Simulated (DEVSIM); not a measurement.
## abrupt Si n-p junction

Device: abrupt Si n-p junction, at 300 K.

| layer (left to right) | material | thickness (μm) | Nd (cm⁻³) | Na (cm⁻³) | τn (s) | τp (s) |
|---|---|---|---|---|---|---|
| 1 | Si | 93.0 | 1.2e16 | - | 4e-5 | 4e-5 |
| 2 | Si | 26.0 | - | 2.1e15 | 4e-5 | 4e-5 |

Left contact: ohmic. Right contact: ohmic. Voltage is applied to the left contact. Recombination: SRH at mid-gap, radiative. Mobility is μmin + (μ − μmin)/(1 + (N/Nref)^α).

Constants are typed, rounded textbook-type inputs, not results; the design itself was drawn at random and stands for no fabricated device. Values at 300 K.

```csv
parameter,Si
gap (eV),1.124
affinity (eV),4.05
permittivity,11.7
Nc (cm⁻³),2.86e19
Nv (cm⁻³),3.1e19
μn (cm²/Vs),1417
μp (cm²/Vs),470
"μn,min",52
"μp,min",45
"Nref,n",9.7e16
"Nref,p",2.2e17
αn,0.68
αp,0.72
B (cm³/s),4.7e-15
```

Simulated with DEVSIM: 1D drift-diffusion, Boltzmann statistics, complete ionisation; no tunnelling, impact ionisation, image-force lowering or self-heating.

```yaml
potential_step_across_the_device_at_zero_bias: 0.675 V
largest_field_in_the_device_at_zero_bias: 19000 V/cm
Dark forward voltage at 1 A/cm²: 0.598 V
Dark forward voltage at 100 A/cm²: 1.015 V
```

Small-signal capacitance in reverse bias (quasi-static):

```
V (V)  C (nF/cm²)
-----  ----------
0.04         15.0
0.1          14.3
0.2          13.4
0.3          12.7
0.4          12.0
0.6          11.0
0.8          10.2
1            9.56
1.3          8.78
1.6          8.17
2            7.52
```

Dark forward current:

(V (V), J (A/cm²)): (-0.05, -9.7e-10); (-0.10, -6.6e-9); (-0.15, -4.3e-8); (-0.20, -2.8e-7); (-0.30, -1.3e-5); (-0.35, -9.2e-5); (-0.40, -0.00063); (-0.45, -0.0044); (-0.50, -0.030); (-0.55, -0.20); (-0.60, -1.1); (-0.70, -9.3); (-0.75, -17); (-0.80, -27); (-0.85, -40); (-0.90, -55); (-0.95, -73); (-1.05, -120); (-1.10, -140); (-1.15, -170); (-1.20, -200); (-1.25, -230); (-1.30, -270); (-1.35, -300); (-1.45, -380); (-1.50, -430); (-1.55, -470); (-1.60, -520)
